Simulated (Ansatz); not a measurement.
A computed series for hypothetical Fddd MoSi2: pressure series

Start from MoSi₂ (space group Fddd, No. 70; a = 4.571 Å, b = 7.958 Å, c = 8.727 Å; a hypothetical phase, not in the database extracts checked).

Cell and atoms are relaxed at each pressure.

Computed with PBEsol (Ansatz, an electronic-structure program; PAW; 420 eV plane waves; scalar-relativistic without spin-orbit coupling).

```json
[
 {"pressure (GPa)": "-1", "volume per atom (Å³/atom)": "13.290"},
 {"pressure (GPa)": "0", "volume per atom (Å³/atom)": "13.228"},
 {"pressure (GPa)": "0.3", "volume per atom (Å³/atom)": "13.210"},
 {"pressure (GPa)": "0.7", "volume per atom (Å³/atom)": "13.186"},
 {"pressure (GPa)": "1.5", "volume per atom (Å³/atom)": "13.138"},
 {"pressure (GPa)": "3", "volume per atom (Å³/atom)": "13.051"},
 {"pressure (GPa)": "5", "volume per atom (Å³/atom)": "12.940"},
 {"pressure (GPa)": "7.5", "volume per atom (Å³/atom)": "?"},
 {"pressure (GPa)": "10", "volume per atom (Å³/atom)": "12.684"}
]
```

Question: Fit the third-order Birch–Murnaghan form P(V) = (3B₀/2)[(V₀/V)^(7/3) − (V₀/V)^(5/3)]·[1 + (3/4)(B₀′ − 4)((V₀/V)^(2/3) − 1)] (squares taken in P) to the rows shown and predict the withheld row.

Answer: Least squares on the printed values gives V₀ = 13.228 Å³/atom, B₀ = 216 GPa, B₀′ = 4.7; this predicts 12.809 Å³/atom, and the run gives 12.809 Å³/atom, in agreement.

Load acts through the strain it causes; cell and atoms are relaxed under it. Stability against distortions was not tested. No other phases were tried under pressure. All final runs are without spin polarisation.
